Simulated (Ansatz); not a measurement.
Given:

Host crystal: monoclinic ZrO2, with a band gap (PBE, scalar-relativistic without spin-orbit coupling).

End structure of F on the 1x1 (100) surface of monoclinic ZrO2 (cut with top plane 2 O), one in a 1x1 cell, started at the site 'bridge O-O (span 5.4 Å)':

```yaml
crystal:
  lattice:
    - [5.24177, 0.00000, 0.00000]
    - [0.00000, 5.37884, 0.00000]
    - [0.00000, 0.00000, 29.00000]
  atoms:
    - { symbol: O, position: [0.19624, 0.87249, 0.33776] }
    - { symbol: O, position: [0.30376, 0.37249, 0.33776] }
    - { symbol: Zr, position: [0.07348, 0.16444, 0.37438] }
    - { symbol: Zr, position: [0.42652, 0.66444, 0.37438] }
    - { symbol: O, position: [0.74107, 0.90195, 0.40069] }
    - { symbol: O, position: [0.75893, 0.40195, 0.40069] }
    - { symbol: O, position: [0.24260, 0.43749, 0.42438] }
    - { symbol: O, position: [0.25740, 0.93749, 0.42438] }
    - { symbol: Zr, position: [0.55443, 0.17422, 0.45111] }
    - { symbol: Zr, position: [0.94557, 0.67422, 0.45111] }
    - { symbol: O, position: [0.66766, 0.50149, 0.48762] }
    - { symbol: O, position: [0.83234, 0.00149, 0.48762] }
    - { symbol: O, position: [0.16573, 0.67290, 0.51209] }
    - { symbol: O, position: [0.33078, 0.17321, 0.51172] }
    - { symbol: Zr, position: [0.04930, 0.00046, 0.54930] }
    - { symbol: Zr, position: [0.45153, 0.49932, 0.54867] }
    - { symbol: O, position: [0.74126, 0.74080, 0.57747] }
    - { symbol: O, position: [0.75545, 0.24297, 0.57777] }
    - { symbol: O, position: [0.24799, 0.26895, 0.59788] }
    - { symbol: O, position: [0.25198, 0.76367, 0.59801] }
    - { symbol: Zr, position: [0.54332, 0.00460, 0.63489] }
    - { symbol: Zr, position: [0.94401, 0.50511, 0.62233] }
    - { symbol: O, position: [0.75061, 0.28361, 0.66629] }
    - { symbol: O, position: [0.77906, 0.75525, 0.66686] }
    - { symbol: F, position: [0.28619, 0.00910, 0.68200] }
```

Model: 25-atom slab, 9.4 Å thick at the start under the adsorbate (thin: gaps and levels are the slab's own), 4x4x1 mesh, Fermi-Dirac 0.01 eV, dipole correction, single point; no symmetry held, on the structure that PBE left; spin-polarised, ending with about 1.0 μB a cell, a value that depends on the mesh; orders that need a larger cell were not tried, no spin-orbit, no U, no dispersion correction. The slab shows no gap over 0.04 eV on its mesh. The program's check for a lower electronic state was not made. At the end it is bonded to Zr. In PBE it is, or lies within 0.03 eV of, the lowest of the starts that converged; the order may differ at this level.

A negative adsorption energy means that the adsorbate is more stable on the surface than in its reference.

**Question.** What change of the step from the bottom to the top vacuum level, against the clean slab does Ansatz (a program for electronic structure) with r2SCAN, at the PBE geometry and the start's symmetry give?

**Answer.** 1.33 eV

**Question.** Give the adsorption energy against ½ F2(g) at the same level at the level r2SCAN, at the PBE geometry and the start's symmetry.

**Answer.** -1.76 eV

**Question.** What is the computed work function of the top face (r2SCAN, at the PBE geometry and the start's symmetry)?

**Answer.** 8.90 eV
